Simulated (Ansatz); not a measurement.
System: interstitial N in fcc Rh (neutral cell). The step: N moves alone to another site; the atom moves 1.66 Å along (-0.25, -0.25, -0.25) of the unit cell; the moving atom starts with neighbours 6 Rh at 2.00 Å and ends with 4 Rh at 1.86 Å. DFT values are from Ansatz (plane-wave PAW, 420 eV unless said) in a cell of 32 host sites, spin-restricted, static, with no finite-size correction. Sites that were not tried may lie lower. For the PBE band: the saddle point's order was not checked, and it lies on a symmetry element of the cell, where a band can be held.

```csv
Level,Forward barrier (eV),Cost of the band or of the saddle's single point
"CHGNet universal potential (has no charge state), its own band",1.05,-
"PBE, a 2×2×2 k-point mesh shifted by half a step, band relaxed",1.34,about 40 core-minutes (a rough figure)
"PBE, a 4×4×4 k-point mesh shifted by half a step, same geometries",1.32,around 9 core-minutes (rough)
"r2SCAN at 500 eV, a 2×2×2 k-point mesh shifted by half a step, same geometries",1.27,about 4 core-minutes (a rough figure)
```

Ansatz is a quantum-chemistry and plane-wave program.
